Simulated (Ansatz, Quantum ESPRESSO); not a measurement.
**YSe (Fm-3m, 2 atoms in the cell) computed with different codes at matched settings**

Self-consistent single point.

```yaml
crystal:
  lattice:
    - [0.00000, 2.87839, 2.87839]
    - [2.87839, 0.00000, 2.87839]
    - [2.87839, 2.87839, 0.00000]
  atoms:
    - { symbol: Y, position: [0.50000, 0.50000, 0.50000] }
    - { symbol: Se, position: [0.00000, 0.00000, 0.00000] }
```

Shared settings, as Ansatz (an electronic-structure program) writes them: kpoints.mp_grid.grid = 8 8 8; magnetization.spin_orbit = true; scf.occupations.method = gaussian; scf.occupations.width = 0.2 eV. Potentials and cutoffs stand in the table.

```tsv
code	model	pressure (GPa)	cutoff
Ansatz	PBEsol with spin-orbit coupling, PAW files made with PBE	-2.74	default
Quantum ESPRESSO	PBEsol, spin-orbit coupling, PseudoDojo fully relativistic norm-conserving (PBESOL) pseudopotentials	-2.67	90 Ry
```

The spread over the programs that give each value: pressure within 0.07 GPa.

Ansatz's pressure is given at a fixed set of plane waves, as the other plane-wave codes print theirs.

The starting cell comes from a database of computed structures (which also holds hypothetical and non-ambient phases and stackings), without a prior relaxation at this level.

Left out of this page: ABINIT (failed or unconverged); Elk, FLEUR and SIESTA (not drawn, or without a comparable value).

Keys are those of Ansatz 0.2.
